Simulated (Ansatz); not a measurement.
**WS2: pressure series**

Base system: WS2 in the 2H-MoS2 type structure (space group P6_3/mmc, No. 194; a = 3.115 Å, c = 11.773 Å; layered, stacked along the Cartesian z axis).

Cell and atoms are relaxed at each pressure.

Calculations: PBEsol-D3(BJ) (Ansatz, an electronic-structure program, PAW, scalar-relativistic without spin-orbit coupling).

Candidates:
(a) pressure 30 GPa
(b) pressure −2 GPa
(c) pressure 0.9 GPa
(d) pressure 2.1 GPa

Base values:

```
Property   Result
--------  -------
Band gap  0.65 eV
```

### Question
Order them by band gap, lowest first.

### Answer
(a) pressure 30 GPa (zero), (d) pressure 2.1 GPa (0.54 eV), (c) pressure 0.9 GPa (0.60 eV), (b) pressure −2 GPa (0.81 eV)

A case with no gap was solved on a k-mesh chosen for an insulator, which is coarse for it. Spin-orbit coupling, missing from the scalar runs, can matter with W. Load acts through the strain it causes; cell and atoms are relaxed under it. No phonon test of stability was made. Competing high-pressure phases were not computed. The final runs are not spin-polarised. The zero or small gap of WS2 under pressure 30 GPa can change with the level of theory.
